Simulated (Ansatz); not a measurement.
Take MgS in the rock salt structure (space group Fm-3m, No. 225) as the base.

```xyz
2
Lattice="0.0000 2.5911 2.5911 2.5911 0.0000 2.5911 2.5911 2.5911 0.0000" Properties=species:S:1:pos:R:3 pbc="T T T"
Mg     0.0000     0.0000     0.0000
S      2.5911     2.5911     2.5911
```

Cartesian axes are those of the cell as printed.

Levels (all Ansatz, an electronic-structure program, PAW): PBEsol (420 eV, no SOC); HSE06 (420 eV, no spin-orbit coupling).

Its gap is 2.73 eV with PBEsol and 3.83 eV with HSE06.

Now apply this change: the cell is compressed by 4.26 % along y with no lateral relaxation; the atoms relax in the strained cell.

With PBEsol the gap becomes 2.61 eV.

If the HSE06 correction stayed the same, what would the HSE06 gap be, and what does the HSE06 run give?

A rigid correction of +1.10 eV gives 3.71 eV. The HSE06 run gives 3.72 eV, so the two effects roughly add.

Single points use the geometry relaxed with PBEsol. HSE06 gaps are upper bounds (no full band path). Whether these cells are dynamically stable was not tested. The base started in P3_121 and relaxed to Fm-3m at this level.
